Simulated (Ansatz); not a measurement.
Take CuI in the zinc blende structure (space group F-43m, No. 216; a = 6.0230 Å) as the base. Axes: x, y, z lie along the cube axes.

The change: a pure shear with ε_xy = ε_yx = -0.0297; the atoms relax in the strained cell.

Levels (all Ansatz, an electronic-structure program, PAW): r2SCAN (500 eV, no spin-orbit coupling); HSE06 (420 eV, no SOC).

The geometry is relaxed with r2SCAN.

```
Quantity           Value
---------------  -------
r2SCAN band gap  1.60 eV
```

Task: Predict the band gap from HSE06.

Result: The band gap increases by 0.98 eV to 2.58 eV.

Single points use the geometry relaxed with r2SCAN. With I present, leaving out spin-orbit coupling can change the band edges. Whether these cells are dynamically stable was not tested. All final runs are without spin polarisation.
